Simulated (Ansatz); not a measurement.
Where the default PAW files enter, the runs use the earlier of Ansatz's two default sets.

# Evanescent states of TePb (Fm-3m, rock salt, 2 atoms a cell, 33.9 Å³ an atom) along the normal of (001)

All values below come from r2SCAN (plane waves, PAW; Ansatz, a first-principles code).

No gap correction and no spin-orbit coupling; mid-gap is the computed energy nearest the middle.

Energies count from the valence-band top; κ is the least over a 8×8 mesh across the current.

```csv
E (eV),κ (1/Å),where
0.04,0.030,off Γ
0.10,0.049,off Γ
0.17,0.059,off Γ
0.24,(withheld),off Γ
0.32,(withheld),off Γ
0.39,(withheld),off Γ
0.46,(withheld),off Γ
0.53,(withheld),off Γ
0.59,(withheld),off Γ
0.67,(withheld),off Γ
0.73,(withheld),off Γ
0.81,(withheld),off Γ
0.88,0.059,off Γ
0.94,0.049,off Γ
1.01,0.025,off Γ
```

**Question.** Some entries are withheld; supply them.

**Answer.** 
- 0.24, κ (1/Å): 0.065
- 0.32, κ (1/Å): 0.070
- 0.39, κ (1/Å): 0.072
- 0.46, κ (1/Å): 0.073
- 0.53, κ (1/Å): 0.074
- 0.59, κ (1/Å): 0.073
- 0.67, κ (1/Å): 0.072
- 0.73, κ (1/Å): 0.069
- 0.81, κ (1/Å): 0.065
